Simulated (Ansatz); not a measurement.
**Fermi-surface data of Cr$_{2}$AlC under load (space group P6_3/mmc)**

Given:

```
AlCr2C
1.0
    2.77024     0.00000     0.00000
   -1.38512     2.39910     0.00000
    0.00000     0.00000    12.40943
Al Cr C
2 4 2
Cartesian
  1.38512   0.79970   3.10236
  0.00000   1.59940   9.30707
  0.00000   1.59940   5.13717
  1.38512   0.79970   7.27226
  1.38512   0.79970  11.34189
  0.00000   1.59940   1.06754
  0.00000   0.00000   6.20471
  0.00000   0.00000   0.00000
```

Computed with PBEsol, rigid bands (plane waves, PAW, scalar-relativistic; Ansatz, a first-principles code). Condition of this run: hydrostatic pressure 10 GPa (the target of the relaxation). How the cell was made: cell and atoms relaxed with PBEsol, then loaded as said.

```
Property                                                           Result
------------------------------------  -----------------------------------
density of states at the Fermi level    5.36 states/(eV·cell), both spins
bare Sommerfeld coefficient                     1.58 mJ/(mol of atoms·K²)
Drude plasma energy                          4.7 (x), 4.7 (y), 2.7 (z) eV
root-mean-square Fermi velocity                                 3.2e5 m/s
resistivity times τ                   22 (x), 22 (y), 69 (z) ×10⁻²² Ω·m·s
```

A metal at this level (no band gap); rigid bands, thermally averaged at 300 K, both spins. Spin-orbit coupling is left out. τ is one relaxation time for all states.

Computed structure with no diffraction record at hand here (it may be known, metastable or hypothetical): Cr2AlC under load (space group P6_3/mmc). Treated as nonmagnetic (a ferromagnetic start lost its moment, other orders weren't tried): Cr2AlC under load (space group P6_3/mmc).
